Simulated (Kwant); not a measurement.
System: quantum point contact (saddle potential) in a Ge (holes) two-dimensional gas. Effective mass 0.06 mₑ, grid spacing 2.7 nm, hard walls, nominal width 80 nm (29 grid rows, so walls 81 nm apart), one parabolic valley, scattering region 240 nm long along x; energies count from the band bottom; Fermi energy 0.0133 eV. Potential (V0 + ½k y²) cos²(πx/L) for |x| < L/2, with V0 swept from 0.013965 to 0 eV, k = 5.6e-05 eV/nm², L = 74 nm.

Constants are typed, rounded textbook-type inputs, not results; the design itself was drawn at random and stands for no fabricated device.

Computed with Kwant: effective-mass tight-binding model on a square grid, one spin, coherent transport at 0 K. Conductance is in e²/h.

**Question.** Compare with the saddle-point formula G = Σ 1/(1 + exp(−2π(E − V0 − ħωy(n + ½))/ħωx)), taking ħωy = ħ√(k/m) and ħωx from the curvature along x of V0 plus half of the mode's confinement energy.

**Answer.** ħωy = 8.43 meV; at V0 = 11.3 meV the lowest mode has ħωx = 7.84 meV.

```csv
V0 (meV),formula,simulation
13.2,0.045,0.044
11.3,0.14,0.15
9.51,0.41,0.44
7.69,0.79,0.81
5.87,0.98,0.98
4.05,1.04,1.04
```

The formula takes a parabolic saddle in the continuum; the run has the full potential on a grid.
